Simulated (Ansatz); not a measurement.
**A computed series for InSb: response to strain**

Start from InSb in the zinc blende structure (space group F-43m, No. 216; a = 6.519 Å). Axes: x, y, z lie along the cube axes.

Strains are applied to the cell and any free atomic positions relax; under biaxial strain the out-of-plane vector relaxes too.

All numbers come from DFT with PBEsol, PAW potentials and a 420 eV plane-wave cutoff in Ansatz (a quantum-chemistry and plane-wave program), without spin-orbit coupling.

Notes on the quantities. energy relative to the base: free energy F; pressure: mean of the normal stresses, compression positive.

```tsv
variant	energy relative to the base	pressure	volume per atom
base	0 meV/atom	0.0 GPa	34.63 Å³
biaxial strain −3.00 %, plane normal [001], relaxed out of plane	+12 meV/atom	1.3 GPa	33.63 Å³
biaxial strain −2.50 %, plane normal [001], relaxed out of plane	+8.3 meV/atom	1.0 GPa	33.81 Å³
biaxial strain −2.00 %, plane normal [001], relaxed out of plane	+5.3 meV/atom	0.8 GPa	33.98 Å³
biaxial strain −1.50 %, plane normal [001], relaxed out of plane	+2.9 meV/atom	0.6 GPa	34.15 Å³
biaxial strain −1.00 %, plane normal [001], relaxed out of plane	+1.3 meV/atom	0.4 GPa	34.31 Å³
biaxial strain −0.50 %, plane normal [001], relaxed out of plane	+0.3 meV/atom	0.2 GPa	34.47 Å³
```

Stability against distortions was not tested. The final runs are not spin-polarised.
